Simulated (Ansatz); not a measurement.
# A computed series for Zr: pressure series

Base system: Zr in the hcp (Mg type) structure (space group P6_3/mmc, No. 194; a = 3.146 Å, c = 5.086 Å).

Cell and atoms are relaxed at each pressure.

All numbers come from LDA in Ansatz (plane waves to 420 eV, PAW, no SOC).

Notes on the quantities. enthalpy: H = E + PV relative to the base's energy.

```
variant                 enthalpy  shortest interatomic distance
-----------------  -------------  -----------------------------
base                           –                        3.125 Å
pressure −2 GPa    -0.27 eV/atom                        3.143 Å
pressure −1 GPa    -0.14 eV/atom                        3.133 Å
pressure 0.9 GPa   +0.12 eV/atom                        3.117 Å
pressure 2.1 GPa   +0.28 eV/atom                        3.107 Å
pressure 4.5 GPa   +0.60 eV/atom                        3.090 Å
pressure 9 GPa     +1.18 eV/atom                        3.047 Å
pressure 15 GPa    +1.91 eV/atom                        2.989 Å
pressure 22.5 GPa  +2.79 eV/atom                        2.919 Å
pressure 30 GPa    +3.63 eV/atom                        2.860 Å
```

Load acts through the strain it causes; cell and atoms are relaxed under it. No phonon test of stability was made. The final runs are not spin-polarised. Measured, Zr leaves this structure (for the ω phase) near 3 GPa (temperature not stated; as listed in C. Cazorla, D. Alfè, M. J. Gillan, Physical Review B (2008)).

Ansatz is a first-principles code.
